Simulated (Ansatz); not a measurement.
We consider CsCl-type CoAl, described by r²SCAN (plane waves, PAW; Ansatz, a first-principles code).

Numerical settings: plane-wave cutoff 600 eV, 16×16×16 k mesh, Fermi–Dirac smearing 0.1 eV, finite displacements, force constants from a 4×4×4 q mesh, no spin polarisation, scalar-relativistic PAW data made under PBE.

Computed at the level's own relaxed cell.

```cif
data_AlCo
_chemical_formula_sum 'Al1 Co1'
_space_group_name_H-M_alt 'Pm-3m'
_space_group_IT_number 221
_space_group_name_Hall '-P 4 2 3'
_cell_length_a 2.82325
_cell_length_b 2.82325
_cell_length_c 2.82325
_cell_angle_alpha 90.000
_cell_angle_beta 90.000
_cell_angle_gamma 90.000
loop_
_atom_site_label
_atom_site_type_symbol
_atom_site_symmetry_multiplicity
_atom_site_Wyckoff_symbol
_atom_site_fract_x
_atom_site_fract_y
_atom_site_fract_z
_atom_site_occupancy
Al1 Al 1 b 0.50000 0.50000 0.50000 1
Co1 Co 1 a 0.00000 0.00000 0.00000 1
```

Harmonic phonon frequencies (cm⁻¹; i marks an imaginary mode):

```json
[
 {"q point": "Γ", "frequencies": "0 0 0 348 348 348"},
 {"q point": "R", "frequencies": "(withheld)"}
]
```

Problem. What belongs in the gaps?

Solution. 
- R, frequencies: 265 265 265 379 379 379

No imaginary mode appears at these points.
